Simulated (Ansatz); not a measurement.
# A computed series for ScCu: response to strain

The parent structure is ScCu in the CsCl type structure (space group Pm-3m, No. 221; a = 3.2099 Å; relaxed with 0.1 eV smearing). Axes: x, y, z lie along the cube axes.

Strains are applied to the cell and any free atomic positions relax; under biaxial strain the out-of-plane vector relaxes too.

Method: Ansatz (an electronic-structure program), PBEsol, PAW, cutoff 420 eV, spin-orbit coupling left out.

Notes on the quantities. energy relative to the base: free energy F.

```json
[
 {"change": "base", "energy relative to the base": "0 meV/atom", "shortest interatomic distance": "2.780 Å"},
 {"change": "biaxial strain −0.48 %, plane normal [001], relaxed out of plane", "energy relative to the base": "+0.3 meV/atom", "shortest interatomic distance": "2.776 Å"},
 {"change": "biaxial strain +1.53 %, plane normal [001], relaxed out of plane", "energy relative to the base": "+3.3 meV/atom", "shortest interatomic distance": "2.794 Å"},
 {"change": "biaxial strain −3.39 %, plane normal [110], relaxed out of plane", "energy relative to the base": "+23 meV/atom", "shortest interatomic distance": "2.686 Å"},
 {"change": "isotropic strain +0.26 %", "energy relative to the base": "+0.3 meV/atom", "shortest interatomic distance": "2.787 Å"},
 {"change": "uniaxial strain ε_xx = −0.54 %", "energy relative to the base": "+0.2 meV/atom", "shortest interatomic distance": "2.775 Å"}
]
```

Stability against distortions was not tested. The final runs are not spin-polarised.
